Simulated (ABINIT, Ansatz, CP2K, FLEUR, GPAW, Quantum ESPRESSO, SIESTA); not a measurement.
# One structure in several programs: BN (P6_3/mmc, 4 atoms in the cell)

Self-consistent single point, at a second geometry (lattice scaled by 0.98). First geometry:

```yaml
crystal:
  lattice:
    - [1.22308, -2.11843, 0.00000]
    - [1.22308, 2.11843, 0.00000]
    - [0.00000, 0.00000, 6.50615]
  atoms:
    - { symbol: B, position: [0.33333, 0.66667, 0.25000] }
    - { symbol: B, position: [0.66667, 0.33333, 0.75000] }
    - { symbol: N, position: [0.66667, 0.33333, 0.25000] }
    - { symbol: N, position: [0.33333, 0.66667, 0.75000] }
```

Shared settings, as Ansatz (a quantum-chemistry and plane-wave program) writes them: kpoints.mp_grid.grid = 10 10 4; scf.occupations.method = fermi_dirac; scf.occupations.width = 0.05 eV. Potentials and cutoffs stand in the table.

```
code                                                                                                                                model  ΔF from the first geometry (meV/atom)  pressure (GPa)           cutoff
----------------  -----------------------------------------------------------------------------------------------------------------------  -------------------------------------  --------------  ---------------
Quantum ESPRESSO                                                                           PBE, GBRV 1.5 ultrasoft (PBE) pseudopotentials                                  101.8           43.78            40 Ry
FLEUR                                                                        PBE, all-electron FLAPW (FLEUR), scalar-relativistic valence                                  109.3               –  Kmax 4.7 1/bohr
GPAW                                                                                         PBE, GPAW PAW datasets PBE (gpaw-data 1.0.1)                                  103.3               –           950 eV
CP2K                                                              PBE, GPW, DZVP-MOLOPT-SR-GTH basis, GTH-PBE potentials (GTH_POTENTIALS)                                  104.6           44.72      grid 400 Ry
SIESTA            GGA PBE, numerical atomic orbitals DZP, PseudoDojo PBE standard norm-conserving potentials (rewritten from UPF to PSML)                                  112.5           47.69      grid 350 Ry
ABINIT                                                           PBE, norm-conserving pseudopotentials (PseudoDojo nc-sr-05 PBE standard)                                  100.8           43.51            42 Ha
Ansatz                                                                                                             PBE, default PAW files                                  102.3           43.41          default
```

For Ansatz (by 0.6 GPa) the energy change implies a higher mean pressure, against the two pressures, than for the other programs: a sign of finite-basis (Pulay) stress.

A dash marks a value that a program does not give, or that is left out as unsure.

The spread over the programs that give each value: ΔF from the first geometry within 11.7 meV/atom; pressure within 4.28 GPa.

CP2K and SIESTA use small atom-centred bases, whose incompleteness enters pressures, forces and empty levels differently from a plane-wave cutoff. FLEUR treats all electrons, but the usual bases taken here (sphere radii, linearisation, local orbitals, empty states) were not tested for convergence, so the values are no reference for the others. Ansatz's pressure is given at a fixed set of plane waves, as the other plane-wave codes print theirs; with its correction for the finite basis it is 44.05 GPa (the shift of 0.64 GPa shows how far the cutoff is from converged). The pressure of GPAW is left out: its cutoff lies under the one at which its stress was checked. In the pressure, CP2K (by 1.21) and SIESTA (by 4.18) lie more than 1 GPa from the median of the plane-wave programs.

This mesh misses zone-boundary points where a band edge of such crystals can lie, so no gaps are given.

The starting cell has typed, rounded lattice constants, without a prior relaxation at this level. Its lattice was rescaled by a random factor within 2.5 % of one. For this run, on top of that: lattice scaled by 0.98.

Left out of this page: Elk (not drawn, or without a comparable value).

Keys are those of Ansatz 0.2.
